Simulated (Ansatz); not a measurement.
# Pressure series in Rh

The reference is Rh in the fcc (Cu type) structure (space group Fm-3m, No. 225).

```xyz
1
Lattice="0.0000 1.9150 1.9150 1.9150 0.0000 1.9150 1.9150 1.9150 0.0000" Properties=species:S:1:pos:R:3 pbc="T T T"
Rh     0.0000     0.0000     0.0000
```

Cell and atoms are relaxed at each pressure.

Computed with PBE/PAW in Ansatz (an electronic-structure program), no spin-orbit coupling.

```tsv
pressure (GPa)	volume per atom (Å³/atom)
-2	14.159
-1	?
0	14.046
0.9	13.998
2.1	13.935
9	13.601
15	13.345
22.5	13.063
30	12.811
```

Task: Fit the third-order Birch–Murnaghan form P(V) = (3B₀/2)[(V₀/V)^(7/3) − (V₀/V)^(5/3)]·[1 + (3/4)(B₀′ − 4)((V₀/V)^(2/3) − 1)] (squares taken in P) to the rows shown and predict the withheld row.

Result: Least squares on the printed values gives V₀ = 14.047 Å³/atom, B₀ = 257 GPa, B₀′ = 5.2; this predicts 14.102 Å³/atom, and the run gives 14.102 Å³/atom, in agreement.

Measured bulk modulus of Rh: 271 GPa (static lattice; corrected from measurement; as listed in H. Levämäki et al., Physical Review B (2014)); the computed value is 5 % below it.

Load acts through the strain it causes; cell and atoms are relaxed under it. Stability against distortions was not tested. Competing high-pressure phases were not computed. All final runs are without spin polarisation.
